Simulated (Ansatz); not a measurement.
The reference is Cu$_{3}$N (space group Pm-3m, No. 221; a = 3.827 Å).

Computed with PBE (Ansatz, an electronic-structure program, PAW, scalar-relativistic without spin-orbit coupling).

Base values:

- Density: 6.06 g/cm³
- Valley order: M along ⟨110⟩ 0.22 eV; Γ 0.97 eV; X along ⟨100⟩ 1.52 eV

One thing is altered: a hydrostatic pressure of 7.5 GPa.

How does this affect the density?

The density rises by 0.352 g/cm³, from 6.06 g/cm³ to 6.42 g/cm³.

Estimate the effect on the valley order.

The valley order (the lowest conduction-band minima on the path, energy above the VBM, named in the base's zone) goes from M along ⟨110⟩ 0.22 eV; Γ 0.97 eV; X along ⟨100⟩ 1.52 eV to M along ⟨110⟩ 0.04 eV; Γ 1.13 eV; X along ⟨100⟩ 1.68 eV.

The levels and masses belong to the bands next to the band gap. Load acts through the strain it causes; cell and atoms are relaxed under it. Stability against distortions was not tested. No other phases were tried under pressure. The final runs are not spin-polarised.
